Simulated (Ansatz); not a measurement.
Start from Au in the fcc (Cu type) structure (space group Fm-3m, No. 225; a = 4.1245 Å; relaxed with 0.1 eV smearing). Axes: x, y, z lie along the cube axes.

The values are results of Ansatz (a first-principles code) r2SCAN, spin-orbit coupling left out, not measurements.

Base values:

The pressure comes out as 0.0 GPa and the shortest interatomic distance is 2.916 Å.

Perturbation: uniaxial strain ε_zz = +1.00 %, all other strain components held at zero; the atoms relax in the strained cell.

**Question.** Estimate the effect on the pressure, energy relative to the base and shortest interatomic distance.

**Answer.** The pressure (mean of the normal stresses, compression positive) goes from zero to -1.5 GPa; the energy goes up by 0.9 meV/atom; the shortest interatomic distance stays 2.916 Å.

Stability against distortions was not tested.
